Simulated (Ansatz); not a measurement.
**SiO₂ (P4₃2₁2, No. 96)**

Method: LDA (PAW; Ansatz, a program for electronic structure).

Settings: plane-wave cutoff 520 eV, 8×8×6 k mesh (along the axes of the cell as run), Fermi–Dirac smearing 0.01 eV, scalar-relativistic PAW data made under PBE.

Cell (relaxed at this level):

```cif
data_O8Si4
_chemical_formula_sum 'Si4 O8'
_space_group_name_H-M_alt 'P43212'
_space_group_IT_number 96
_space_group_name_Hall 'P 4nw 2abw'
_cell_length_a 4.94429
_cell_length_b 4.94429
_cell_length_c 6.87009
_cell_angle_alpha 90.000
_cell_angle_beta 90.000
_cell_angle_gamma 90.000
loop_
_atom_site_label
_atom_site_type_symbol
_atom_site_symmetry_multiplicity
_atom_site_Wyckoff_symbol
_atom_site_fract_x
_atom_site_fract_y
_atom_site_fract_z
_atom_site_occupancy
Si1 Si 4 a 0.19567 0.19567 0.00000 1
O1 O 8 b 0.38675 0.26268 0.18331 1
```

For SiO₂ (P4₃2₁2, No. 96), the band gap comes out as 5.55 eV (on the SCF k mesh).

Static lattice: no zero-point or thermal effects.

Cost on a shared machine: around 7 core-minutes (rough).
